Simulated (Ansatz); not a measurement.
BAs under a change: tensor shear ε_yz = −3.68 %

Start from BAs in the zinc blende structure (space group F-43m, No. 216; a = 4.7679 Å). Axes: x, y, z lie along the cube axes.

It is then changed as follows: a pure shear with ε_yz = ε_zy = -0.0368; the atoms relax in the strained cell.

Calculations: PBEsol (Ansatz, a program for electronic structure), spin-orbit coupling left out. Settings: 12×12×12 k-points, 0.05 eV Fermi–Dirac smearing.

- Volume per atom = 13.53 Å³ (base 13.55 Å³)
- Space group = Imm2 (No. 44) (base F-43m (No. 216))
- Energy relative to the base (free energy F) = +35 meV/atom
- Pressure (mean of the normal stresses, compression positive) = 0.55 GPa (base 0.00 GPa)
- Band gap = 0.23 eV (base 1.08 eV)
- Gap character = indirect, Γ → X
- Smallest direct gap = 2.37 eV (base 3.25 eV)
- Valence-band top at Γ (three highest levels, from the VBM) = 0.00, -0.42, -0.63 eV (base 0.00, 0.00, 0.00 eV)
- Valley order (the lowest conduction-band minima on the path, energy above the VBM, named in the base's zone) = X along [100] 0.23 eV; a point along [001], about 1.0 Å⁻¹ from Γ 0.75 eV (base a point along ⟨100⟩, about 1.1 Å⁻¹ from Γ 1.08 eV)
- Largest internal atomic displacement = 0.017 Å
- Stress (xx, yy, zz, yz, xz, xy; compression positive) = (-0.13, 0.89, 0.89, 11.10, 0.00, 0.00) GPa

Final structure:

```xyz
2
Lattice="0.0000 2.2962 2.2962 2.3839 -0.0877 2.3839 2.3839 2.3839 -0.0877" Properties=species:S:1:pos:R:3 pbc="T T T"
As     3.5593     3.4443     3.4443
B      0.0166     0.0000     0.0000
```

Whether these cells are dynamically stable was not tested. The zero or small gap of BAs under tensor shear ε_yz = −3.68 % can change with the level of theory. Labels are those of the standard path for the cell's own space group.
